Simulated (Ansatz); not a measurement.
**Response to strain in SiO2**

Take SiO2 (space group P3_221, No. 154) as the base.

```yaml
crystal:
  lattice:
    - [5.02211, 0.00000, 0.00000]
    - [-2.51105, 4.34927, 0.00000]
    - [0.00000, 0.00000, 5.51028]
  atoms:
    - { symbol: Si, position: [0.47673, 0.47673, 0.00000] }
    - { symbol: Si, position: [0.52327, 0.00000, 0.66667] }
    - { symbol: Si, position: [0.00000, 0.52327, 0.33333] }
    - { symbol: O, position: [0.41453, 0.15915, 0.87178] }
    - { symbol: O, position: [0.84085, 0.25538, 0.53845] }
    - { symbol: O, position: [0.15915, 0.41453, 0.12822] }
    - { symbol: O, position: [0.58547, 0.74462, 0.79488] }
    - { symbol: O, position: [0.25538, 0.84085, 0.46155] }
    - { symbol: O, position: [0.74462, 0.58547, 0.20512] }
```

Cartesian axes are those of the cell as printed.

Strains are applied to the cell and any free atomic positions relax.

All numbers come from Ansatz (a quantum-chemistry and plane-wave program) PBE, scalar-relativistic without spin-orbit coupling.

Notes on the quantities. energy relative to the base: free energy F.

| variant | band gap | volume per atom | energy relative to the base | electron mass |
|---|---|---|---|---|
| base | 5.68 eV | 13.37 Å³ | 0 meV/atom | 0.51 mₑ (at Γ) |
| uniaxial strain ε_zz = +1.50 % | 5.64 eV | 13.57 Å³ | +0.8 meV/atom | 0.52 mₑ along x, 0.52 mₑ along y, 0.49 mₑ along z (at Γ) |
| uniaxial strain ε_zz = +2.25 % | 5.60 eV | 13.67 Å³ | +1.8 meV/atom | 0.49 mₑ along z, 0.52 mₑ across (at Γ) |
| uniaxial strain ε_zz = +3.00 % | 5.57 eV | 13.77 Å³ | +3.2 meV/atom | 0.49 mₑ along z, 0.52 mₑ across (at Γ) |

Masses are band curvatures over ±0.01 Å⁻¹ around the edge. Gaps are read on the SCF mesh and a high-symmetry path. Stability against distortions was not tested.
